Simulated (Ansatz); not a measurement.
Input:

```xyz
8
Lattice="4.9062 0.0000 0.0000 0.0000 4.9062 0.0000 0.0000 0.0000 4.9062" Properties=species:S:1:pos:R:3 pbc="T T T"
Ge     0.0000     0.0000     0.0000
Ge     2.4531     2.4531     2.4531
Mo     1.2265     0.0000     2.4531
Mo     3.6796     0.0000     2.4531
Mo     2.4531     3.6796     0.0000
Mo     2.4531     1.2265     0.0000
Mo     0.0000     2.4531     3.6796
Mo     0.0000     2.4531     1.2265
```

The numbers are results of PBEsol, DFPT electron-phonon coupling, linearised Boltzmann equation (plane waves, PAW, scalar-relativistic; Ansatz, an electronic-structure program), not measurements. How the cell was made: relaxed with this functional, without spin-orbit coupling.

Estimate the phonon-limited resistivity at 300 K, by direction if it differs.

16.2 μΩ·cm.

How long is the mean free path there?

6.5 nm, weighted by the current that each state carries. Wires not much wider than this gain resistivity from their walls.

A metal at this level (no band gap). Only scattering by harmonic phonons is included (no impurities, grain boundaries, electron-electron scattering or thermal expansion). Spin-orbit coupling is left out. Halving the electron mesh (20x20x20) moves the resistivity by up to 14 % at 300 K, the mean free path by up to 7 %. Smearing 0.20 eV; phonons on a 3x3x3 q mesh, which this run doesn't test.

Computed structure with no diffraction record at hand here (it may be known, metastable or hypothetical): Mo3Ge (Pm-3n).
